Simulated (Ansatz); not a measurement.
A computed series for Ti: element substitutions

Consider Ti in the hcp (Mg type) structure (space group P6_3/mmc, No. 194).

```yaml
crystal:
  lattice:
    - [2.93588, 0.00000, 0.00000]
    - [-1.46794, 2.54255, 0.00000]
    - [0.00000, 0.00000, 4.63656]
  atoms:
    - { symbol: Ti, position: [0.33333, 0.66667, 0.75000] }
    - { symbol: Ti, position: [0.66667, 0.33333, 0.25000] }
```

Each row replaces one element on all its sites; cell and atoms are relaxed.

Method: Kohn–Sham DFT with the r2SCAN functional, run in Ansatz (a quantum-chemistry and plane-wave program) with PAW and 500 eV plane waves, no spin-orbit coupling.

| case | c/a ratio | volume per atom |
|---|---|---|
| base | 1.579 | 17.31 Å³ |
| Ti → Hf | 1.578 | 22.35 Å³ |
| Ti → Cr | 1.821 | 11.68 Å³ |
| Ti → Ta | (withheld) | (withheld) |
| Ti → Zr | 1.587 | 23.50 Å³ |

Question: What belongs in the blanks?

Answer: 
- Ti → Ta, c/a ratio: 1.773
- Ti → Ta, volume per atom: 18.48 Å³

No phonon test of stability was made. For Ta in this form, whether it has been made was not checked. Starting moments died away, wholly or in part, for Ti → Cr; another magnetic solution may exist. The final runs are not spin-polarised. Real Cr is antiferromagnetic at low temperature and ambient pressure, an order that this cell doesn't hold. This is not the structure that Cr has at room temperature and ambient pressure. This is not the structure that Ta has at room temperature and ambient pressure.
